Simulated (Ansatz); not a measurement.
**BN: response to strain**

Start from BN in the zinc blende structure (space group F-43m, No. 216; a = 3.6051 Å). Axes: x, y, z lie along the cube axes.

Strains are applied to the cell and any free atomic positions relax; under biaxial strain the out-of-plane vector relaxes too; under stress the whole cell relaxes.

Computed with PBEsol (Ansatz, a program for electronic structure, PAW, no spin-orbit coupling), earlier PAW set.

Notes on the quantities. energy relative to the base: free energy F.

```csv
change,energy relative to the base,space group,volume per atom
base,0 meV/atom,F-43m (No. 216),5.86 Å³
"biaxial strain +0.69 %, plane normal [001], relaxed out of plane",+1.5 meV/atom,I-4m2 (No. 119),5.92 Å³
isotropic strain −5.06 %,+186 meV/atom,F-43m (No. 216),5.01 Å³
isotropic strain −4.00 %,+113 meV/atom,F-43m (No. 216),5.18 Å³
isotropic strain −1.83 %,+22 meV/atom,F-43m (No. 216),5.54 Å³
uniaxial strain ε_xx = +3.43 %,+17 meV/atom,I-4m2 (No. 119),6.06 Å³
uniaxial strain ε_yy = +3.11 %,+14 meV/atom,I-4m2 (No. 119),6.04 Å³
uniaxial strain ε_yy = +5.26 %,+39 meV/atom,I-4m2 (No. 119),6.16 Å³
uniaxial strain ε_zz = −0.90 %,+1.2 meV/atom,I-4m2 (No. 119),5.80 Å³
"uniaxial stress, 3 GPa compression along x",+0.2 meV/atom,I-4m2 (No. 119),5.84 Å³
```

Stability under load was not tested beyond the relaxation.
